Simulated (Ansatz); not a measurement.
A computed series for HfO2: pressure series

Take HfO2 (space group Pca2_1, No. 29) as the base.

```xyz
12
Lattice="5.2941 0.0000 0.0000 0.0000 5.0690 0.0000 0.0000 0.0000 5.1014" Properties=species:S:1:pos:R:3 pbc="T T T"
Hf     0.1726     1.3499     1.2737
Hf     5.1214     3.7191     3.8244
Hf     2.8196     3.7191     1.2737
Hf     2.4744     1.3499     3.8244
O      1.9344     0.3426     0.5432
O      3.3596     4.7264     3.0939
O      4.5814     4.7264     0.5432
O      0.7126     0.3426     3.0939
O      1.2134     2.7232     5.1006
O      4.0807     2.3459     2.5499
O      3.8604     2.3459     5.1006
O      1.4337     2.7232     2.5499
```

Cell and atoms are relaxed at each pressure.

Levels (all Ansatz, a first-principles code, PAW): PBE (420 eV, no spin-orbit coupling); r2SCAN (500 eV, no spin-orbit coupling).

The base cell above is that of PBE; each level relaxes its own structures.

```
case              volume per atom, PBE  volume per atom, r2SCAN
----------------  --------------------  -----------------------
pressure −2 GPa               11.53 Å³               (withheld)
pressure −1 GPa               11.47 Å³                 11.18 Å³
pressure 0.3 GPa              11.39 Å³                 11.11 Å³
pressure 0.7 GPa              11.37 Å³                 11.09 Å³
pressure 1.5 GPa              11.32 Å³               (withheld)
pressure 3 GPa                11.24 Å³               (withheld)
pressure 5 GPa                11.14 Å³                 10.89 Å³
pressure 7.5 GPa              11.02 Å³                 10.78 Å³
pressure 10 GPa               10.91 Å³               (withheld)
```

Some entries are withheld; estimate them.


- pressure −2 GPa, volume per atom, r2SCAN: 11.23 Å³
- pressure 1.5 GPa, volume per atom, r2SCAN: 11.05 Å³
- pressure 3 GPa, volume per atom, r2SCAN: 10.98 Å³
- pressure 10 GPa, volume per atom, r2SCAN: 10.68 Å³

PBE lies above r2SCAN in every row, by 0.23 Å³ to 0.30 Å³. They put the cases in the same order.

Load acts through the strain it causes; cell and atoms are relaxed under it. No phonon test of stability was made. Competing high-pressure phases were not computed. This is not the structure that HfO2 has at room temperature and ambient pressure.
